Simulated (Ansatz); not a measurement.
We consider ZrB (model structure, started from the WC type, P-6m2, No. 187, 2 atoms in the cell), described by LDA in Ansatz (plane waves, PAW).

Settings: plane-wave cutoff 520 eV, 24×24×18 k mesh (along the axes of the cell as run), Fermi–Dirac smearing 0.05 eV, scalar-relativistic PAW data made under PBE.

Cell (relaxed at this level):

Space group P-6m2 (No. 187); a = b = 3.2198 Å, c = 3.2341 Å, α = β = 90.00°, γ = 120.00°

| atom | site | symmetry | x | y | z |
|---|---|---|---|---|---|
| Zr | 1a | -6m2 | 0.0000 | 0.0000 | 0.0000 |
| B | 1f | -6m2 | 0.6667 | 0.3333 | 0.5000 |

Task: Give the computed bulk modulus B0.

Result: 
bulk modulus B0: 144 GPa

The run finds no gap.

Note: the bulk modulus is −V dP/dV from two relaxed cells at ±2 % in volume; the relaxation could raise the start's symmetry but not lower it, so the cell can be a saddle point.

Static lattice: no zero-point or thermal effects.

A model structure was made by putting elements into a prototype or built by hand; it is no filed structure, need not be a known phase, and can be a saddle point held by its symmetry.

Ansatz is a first-principles code.
